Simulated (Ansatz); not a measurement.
TiAl3 (I4/mmm, No. 139) was calculated with r²SCAN+rVV10 (PAW; Ansatz, a quantum-chemistry and plane-wave program).

Run with plane-wave cutoff 560 eV, 20×20×20 k mesh, Fermi–Dirac smearing 0.05 eV, no spin polarisation, scalar-relativistic PAW data made under PBE.

The volume scan:

```csv
V (Å³/atom),E − E_lowest (meV/atom)
14.959,9.68
15.270,2.33
15.582,0.00
15.894,2.21
16.205,8.52
```

Q: What bulk modulus B0 and pressure derivative B′ does a third-order Birch–Murnaghan fit give?

A: V0 = 15.581 Å³/atom, B0 = 117 GPa, B′ = 4.0 (fit to the energies at full precision).

Shape and atoms are relaxed at each volume.

Measured, for comparison: equilibrium volume per atom 15.93 Å³/atom (temperature not stated, not corrected to a static lattice; as tabulated in P. Norby and A. Norlund Christensen, Acta Chemica Scandinavica A40, 157 (1986)). Computed (rounded) less measured: equilibrium volume per atom -2.2 %.

Note: the bulk modulus comes from volumes at which shape and atoms were relaxed.

Computed values are for the static lattice.

The result took about 30 core-minutes (a rough figure).
